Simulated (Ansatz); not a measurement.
Worked example: self-consistent single point of K₂SnHgTe₄ (I-42m, 8 atoms in the cell) in Ansatz (a first-principles code).

Method: LDA (PW92), default PAW files made with PBE (plane waves; Ansatz).

The change in words: lattice scaled by 0.98. Reference geometry:
```
CELL_PARAMETERS angstrom
     -4.39353     4.39353     3.73584
      4.39353    -4.39353     3.73584
      4.39353     4.39353    -3.73584
ATOMIC_POSITIONS crystal
  K  0.50000 0.00000 0.50000
  K  0.00000 0.50000 0.50000
  Sn 0.00000 0.00000 0.00000
  Hg 0.50000 0.50000 0.00000
  Te 0.58681 0.93755 0.00000
  Te 0.06245 0.06245 0.64926
  Te 0.93755 0.58681 0.00000
  Te 0.41319 0.41319 0.35074
```

Reference input (self-consistent single point, DFT, LDA (PW92), plane waves, default PAW files made with PBE): basis.ecutwfc = 420 eV; kpoints.mp_grid.grid = 3 3 3; hamiltonian.xc = lda; hamiltonian.pseudopotentials = {kind: paw} (the program's default PAW files); scf.occupations.method = fixed. This run's input differs from it in these lines:

Ansatz 0.2 input:
```diff
@@ -3,14 +3,14 @@
   lattice:
-    - [-4.39353000, 4.39353000, 3.73584000]
-    - [4.39353000, -4.39353000, 3.73584000]
-    - [4.39353000, 4.39353000, -3.73584000]
+    - [-4.30565900, 4.30565900, 3.66112300]
+    - [4.30565900, -4.30565900, 3.66112300]
+    - [4.30565900, 4.30565900, -3.66112300]
   atoms:
-    - { symbol: K, position_ang: [0.00000000, 4.39353000, 0.00000000] }
-    - { symbol: K, position_ang: [4.39353000, 0.00000000, 0.00000000] }
+    - { symbol: K, position_ang: [0.00000000, 4.30565900, 0.00000000] }
+    - { symbol: K, position_ang: [4.30565900, 0.00000000, 0.00000000] }
     - { symbol: Sn, position_ang: [0.00000000, 0.00000000, 0.00000000] }
-    - { symbol: Hg, position_ang: [0.00000000, 0.00000000, 3.73584000] }
-    - { symbol: Te, position_ang: [1.54098671, -1.54098671, 5.69476506] }
-    - { symbol: Te, position_ang: [2.85254329, 2.85254329, -1.95892506] }
-    - { symbol: Te, position_ang: [-1.54098671, 1.54098671, 5.69476506] }
-    - { symbol: Te, position_ang: [1.54098671, 1.54098671, 1.77691494] }
+    - { symbol: Hg, position_ang: [0.00000000, 0.00000000, 3.66112300] }
+    - { symbol: Te, position_ang: [1.51016684, -1.51016684, 5.58086946] }
+    - { symbol: Te, position_ang: [2.79549216, 2.79549216, -1.91974646] }
+    - { symbol: Te, position_ang: [-1.51016684, 1.51016684, 5.58086946] }
+    - { symbol: Te, position_ang: [1.51016684, 1.51016684, 1.74137654] }
 basis:
```

Output (repeated stretches shortened):

```
SCF iter   1: F=—  HF=-49707.639388 eV  |F-HF|=—  |Δ(HF+E_count)|=         —  Δρ=5.06e-3  dr2=3.44e-2  ethr=1.77e-3  ⟨swp⟩=5.3  Hψ=1337  notcnv=0  defer=60
all-band conjugate gradients solve this SCF's bands
preconditioner: auto → Resta (q_TF=auto, 2.368 Å⁻¹)
SCF iter   2: F=—  HF=-49707.629827 eV  |F-HF|=—  |Δ(HF+E_count)|=   9.56e-3  Δρ=2.50e-3  dr2=7.76e-3  ethr=2.97e-5  ⟨swp⟩=2.3  Hψ=693  notcnv=0  defer=60
   [... lines left out ...]
SCF iter   4: F=—  HF=-49707.628531 eV  |F-HF|=—  |Δ(HF+E_count)|=   2.54e-5  Δρ=1.21e-4  dr2=4.60e-5  ethr=3.43e-7  ⟨swp⟩=2.2  Hψ=602  notcnv=0  defer=60
SCF iter   5: F=—  HF=-49707.628711 eV  |F-HF|=—  |Δ(HF+E_count)|=   1.80e-4  Δρ=3.57e-5  dr2=4.63e-6  ethr=3.96e-8  ⟨swp⟩=2.0  Hψ=721  notcnv=0  defer=46
SCF iter   6: F=—  HF=-49707.628711 eV  |F-HF|=—  |Δ(HF+E_count)|=   2.71e-7  Δρ=7.78e-6  dr2=2.87e-7  ethr=3.99e-9  ⟨swp⟩=2.0  Hψ=721  notcnv=0  defer=46
SCF iter   7: F=-49707.628711 eV  HF=-49707.628711 eV  |F-HF|=1.79e-8  |Δ(HF+E_count)|=   2.41e-9  Δρ=2.33e-6  dr2=2.50e-8  ethr=8.62e-11  ⟨swp⟩=16.2  Hψ=2463  notcnv=0
SCF 1 converged in 7 iterations: F = -49707.628711 eV  dr2 = 2.50e-8
Free energy (F): -49707.628711 eV
Internal energy: -49707.628711 eV  (E = F + TS)
E sigma→0 (E₀):  -49707.628711 eV
Fermi energy:    6.589043 eV
--- Forces (eV/Å), atoms counted from 1 ---
  atom   1  K      0.00000000    -0.00000000    -0.00000000
  atom   2  K      0.00000000     0.00000000     0.00000000
  atom   3  Sn     0.00000000     0.00000000     0.00000000
  atom   4  Hg    -0.00000000     0.00000000     0.00000000
  atom   5  Te     0.05176339    -0.05176339    -0.09226741
  atom   6  Te    -0.05176339    -0.05176339     0.09226741
  atom   7  Te    -0.05176339     0.05176339    -0.09226741
  atom   8  Te     0.05176339     0.05176339     0.09226741
--- Stress (GPa, compression-positive) ---
       -1.233930      -0.000000       0.000000
       -0.000000      -1.233930      -0.000000
        0.000000       0.000000      -1.257403
  P = ⅓ Tr σ = -1.2418 GPa (-12.418 kbar)
  The stress holds the Pulay correction. Without it, at fixed plane waves, as pw.x and ABINIT print it: P = -1.2685 GPa
```

The run converged in 7 iterations. Against the reference run the free energy falls by 28.2 meV/atom, the pressure goes from -2.92 to -1.24 GPa, the largest force goes from 0.324 to 0.118 eV/Å and the gap on the mesh goes from 0.981 to 1.079 eV.

The starting cell comes from a database of computed structures (which also holds hypothetical and non-ambient phases and stackings), without a prior relaxation at this level. For this run, on top of that: lattice scaled by 0.98. Spin-orbit coupling is off. Ansatz's pressure includes its estimate of the finite-basis (Pulay) stress.
